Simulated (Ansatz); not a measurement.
**How the lattice parameter a of WRu (P-6m2, No. 187, 2 atoms in the cell; start mp-1219476) moves with the method**

No measured value is used here.

```
level (code)     value (Å)
---------------  ---------
LDA (Ansatz)         2.740
PBEsol (Ansatz)      2.756
r²SCAN (Ansatz)      2.767
```

Density-functional levels without +SOC have no spin–orbit coupling. LDA, PBEsol, r²SCAN: the run has no spin polarisation, so it can have missed a magnetic state. LDA, PBEsol, r²SCAN: the relaxation could not lower the start's symmetry, so the cell can be a saddle point above a distorted one. Cutoffs differ between the levels. Ansatz's density-functional and Hartree–Fock values are scalar-relativistic unless marked +SOC, with PAW data made under PBE.

A start named mp-… is a Materials Project structure, which need not be a measured phase.

Ansatz is an electronic-structure program.
